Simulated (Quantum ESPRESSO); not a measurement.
## Variants of one calculation on Ba8In6O17 (C2/m, 31 atoms in the cell)

Ba8In6O17 is taken in the monoclinic space group C2/m (No. 12), Pearson symbol mS62. Lattice parameters: a = 6.2469 Å, b = 29.7208 Å, c = 6.2023 Å, α = γ = 90.00°, β = 90.14°. Ba1 on 8j sees 2 O at 2.686–2.746 Å and 5 O at 2.910–3.050 Å and 3 O at 3.453–3.587 Å. Ba2 on 8j is coordinated by 8 O at 2.630–3.615 Å. In1 on 8j sees 5 O at 2.069–2.233 Å (square pyramidal). In2 on 4i is surrounded by 5 O at 2.072–2.210 Å. O1 on 2b is surrounded by 2 In at 2.204 Å and 4 Ba at 2.993 Å (octahedral). O2 on 8j is coordinated by 1 In at 2.123 Å and 3 Ba at 2.630–2.706 Å and 2 Ba at 3.550–3.615 Å. O3 on 4g has 2 In at 2.233 Å and 4 Ba at 2.915–3.048 Å (octahedral). O4 on 8j has 2 In at 2.132–2.180 Å and 2 Ba at 2.686–2.746 Å and 2 Ba at 3.497–3.587 Å. 4 further independent sites are not listed. (Neighbours: up to the widest gap in distance over summed covalent radii, below 1.35, at either atom; cation-cation and far metal-metal contacts left out.)
(The calculation used a cell of 31 atoms; values per cell refer to that cell.)

Base run A: LDA (PZ), GBRV 1.5 ultrasoft (LDA) pseudopotentials in Quantum ESPRESSO, self-consistent single point.

Its settings: ecutwfc = 40 Ry; ecutrho = 200 Ry; occupations = fixed; potentials = {Ba: ba_lda_v1.uspp.F.UPF, In: in_lda_v1.4.uspp.F.UPF, O: o_lda_v1.2.uspp.F.UPF}; K_POINTS = automatic 2 2 2 0 0 0; nbnd = 134; conv_thr = 1e-09 Ry.

The starting cell comes from a database of computed structures (which also holds hypothetical and non-ambient phases and stackings), without a prior relaxation at this level. In the base run, with a pressure of about -8 GPa the cell is away from its equilibrium volume at this level.

ΔF is the free energy per atom less that of run A. 

| run | ecutwfc, ecutrho | ΔF (meV/atom) | pressure (GPa) | largest force (eV/Å) | gap on the mesh (eV) |
|---|---|---|---|---|---|
| A | 40 Ry, 200 Ry | 0.00 | -8.24 | 0.362 | 0.584 |
| B | 16 Ry, 80 Ry | 13186.5 | -370.95 | 1.020 | 0.268 |
| C | 20 Ry, 100 Ry | 3857.2 | -149.46 | 0.455 | 0.432 |

Run B against A: The free energy goes up by 13.2 eV/atom, the pressure goes from -8.24 to -371.0 GPa, the largest force goes from 0.362 to 1.020 eV/Å and the gap on the mesh goes from 0.584 to 0.268 eV.

Run C against A: The free energy rises by 3.86 eV/atom, the pressure goes from -8.24 to -149.5 GPa, the largest force goes from 0.362 to 0.455 eV/Å and the gap on the mesh goes from 0.584 to 0.432 eV.
